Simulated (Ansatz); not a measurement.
```yaml
crystal:
  lattice:
    - [4.33775, 0.00000, 0.00000]
    - [0.00000, 4.33775, 0.00000]
    - [0.00000, 0.00000, 2.65981]
  atoms:
    - { symbol: Si, position: [0.00000, 0.00000, 0.00000] }
    - { symbol: Si, position: [0.50000, 0.50000, 0.50000] }
    - { symbol: O, position: [0.31019, 0.31019, 0.00000] }
    - { symbol: O, position: [0.81019, 0.18981, 0.50000] }
    - { symbol: O, position: [0.18981, 0.81019, 0.50000] }
    - { symbol: O, position: [0.68981, 0.68981, 0.00000] }
```

No spin polarisation.

All numbers come from DFT with PBE, PAW potentials and a 420 eV plane-wave cutoff in Ansatz (a quantum-chemistry and plane-wave program), without spin-orbit coupling. k-mesh 8×8×12 (Γ-centred); smearing 0.05 eV (Fermi–Dirac).

Predict the band gap, electron mass, pressure and hole mass.


* **Band gap**: 4.73 eV
* **Electron mass**: 0.37 mₑ out of plane, 0.43 mₑ in plane (at Γ)
* **Pressure (mean of the normal stresses, compression positive)**: -6.00 GPa
* **Hole mass**: 2.6 mₑ out of plane, 1.1 mₑ in plane (at Γ)

The cells carry an imposed strain or load. Masses are band curvatures over ±0.01 Å⁻¹ around the edge. No phonon test of stability was made. The cell was made from SiO₂ in the rutile structure (space group P4_2/mnm, No. 136) by this change: biaxial strain +2.40 %, plane normal [001], relaxed out of plane.
